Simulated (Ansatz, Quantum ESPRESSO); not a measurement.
Code comparison for V (Im-3m, 1 atom in the cell)

Relaxation of cell and atoms.

```xyz
1
Lattice="-1.5282 1.5282 1.5282 1.5282 -1.5282 1.5282 1.5282 1.5282 -1.5282" Properties=species:S:1:pos:R:3 pbc="T T T"
V      0.0000     0.0000     0.0000
```

Shared settings, as Ansatz (a program for electronic structure) writes them: kpoints.mp_grid.grid = 20 20 20; scf.occupations.method = gaussian; scf.occupations.width = 0.136 eV. Potentials and cutoffs stand in the table.

```tsv
code	model	final volume (Å³/atom)	cutoff
Quantum ESPRESSO	PBE, SSSP 1.1.2 efficiency (PBE) pseudopotentials	13.45	50 Ry
Ansatz	PBE, default PAW files	13.46	420 eV
```

On Ansatz's run: spin polarisation is off.

The spread over the programs that give each value: final volume within 0.01 Å³/atom.

The programs treat the finite-basis stress differently while the cell relaxes: Ansatz adds an estimate of it.

The starting cell comes from a database of computed structures (which also holds hypothetical and non-ambient phases and stackings), without a prior relaxation at this level. Its lattice was rescaled by a random factor within 2.5 % of one.

Keys are those of Ansatz 0.2.
